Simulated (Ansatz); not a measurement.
Rock-salt CsH

Calculation: r²SCAN+rVV10 in Ansatz (plane waves, PAW).

Settings: plane-wave cutoff 500 eV, 12×12×12 k mesh, Fermi–Dirac smearing 0.05 eV, scalar-relativistic PAW data made under PBE.

Cell: relaxed at this level.

| Property | Value |
|---|---|
| equilibrium volume per atom | 31.04 Å³/atom |
| equilibrium lattice constant a | 6.286 Å |
| band gap | 2.54 eV (on the SCF k mesh) |

Spin–orbit coupling is not included.

Computed values are for the static lattice.

Computing time: very roughly 40 core-seconds.

Ansatz is a program for electronic structure.
